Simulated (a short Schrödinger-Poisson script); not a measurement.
## Symmetric double-gate stack, Al2O3 on p-type InP

Stack: symmetric double-gate stack, Al2O3 on p-type InP, at 400 K.

| layer | material | thickness (nm) | Na (cm⁻³) |
|---|---|---|---|
| 1 | Al2O3 | 5.3 | - |
| 2 | InP | 3 | 7e16 |
| 3 | Al2O3 | 5.3 | - |

The device is made up for the run: typed textbook-type constants, with dimensions and the other settings drawn at random. Al2O3: permittivity 9, conduction-band edge (eV) 3.03, gap (eV) 6.8, electron mass (mₑ) 0.3. InP: permittivity 12.5, conduction-band edge (eV) 0, gap (eV) 1.344, Nv at 300 K (cm⁻³) 1.1e19.

Channel valleys (confinement mass, in-plane density-of-states mass, number): Γ 0.08, 0.08, 1. At the gates, both at one voltage, the conduction-band edge of layer 1 lies 3.62 eV − eVg above the Fermi level of the channel. Gaps are held at their typed values at every temperature. Mesh 0.03 nm at interfaces.

From a short Schrödinger-Poisson script (our own, NumPy): 1D Poisson equation in equilibrium, electrons quantum, Hartree (BenDaniel-Duke, 12 states a valley, the channel's in-plane mass for all, wave functions ending at the dielectric), parabolic valleys, classical holes, full ionisation, no traps, pinning or gate leakage.

| Vg (V) | electrons (cm⁻²) | C (μF/cm²) | Γ E0 (meV) | Γ E1 (meV) |
|---|---|---|---|---|
| 0.7 | 7.12e6 | < 0.003 | 413.4 | 1979.4 |
| 0.8 | 1.29e8 | < 0.003 | 313.5 | 1879.4 |
| 0.9 | 2.34e9 | 0.0110 | 213.6 | 1779.5 |
| 1 | 3.94e10 | 0.171 | 115.8 | 1681.7 |
| 1.1 | 3.58e11 | 0.937 | 34.8 | 1600.3 |
| 1.2 | 1.14e12 | 1.50 | -18.3 | 1546.1 |
| 1.3 | 2.15e12 | 1.69 | -58.5 | 1504.5 |
| 1.4 | 3.22e12 | 1.75 | -94.3 | 1467.2 |
| 1.5 | 4.32e12 | 1.77 | -128.6 | 1431.4 |
| 1.6 | 5.44e12 | 1.78 | -162.4 | 1396.1 |
| 1.7 | 6.55e12 | 1.79 | -195.9 | 1361.1 |
| 1.8 | 7.67e12 | 1.79 | -229.4 | 1326.1 |
| 1.9 | 8.78e12 | 1.79 | -262.8 | 1291.1 |
| 2 | 9.90e12 | 1.79 | -296.2 | 1256.2 |

Gate voltages with under 1e6 electrons/cm² are left out.

Subbands count from the Fermi level. The capacitance is that of both gates.

Above a few 1e12 electrons/cm² a light Γ valley is non-parabolic and upper valleys begin to fill, which the model leaves out.
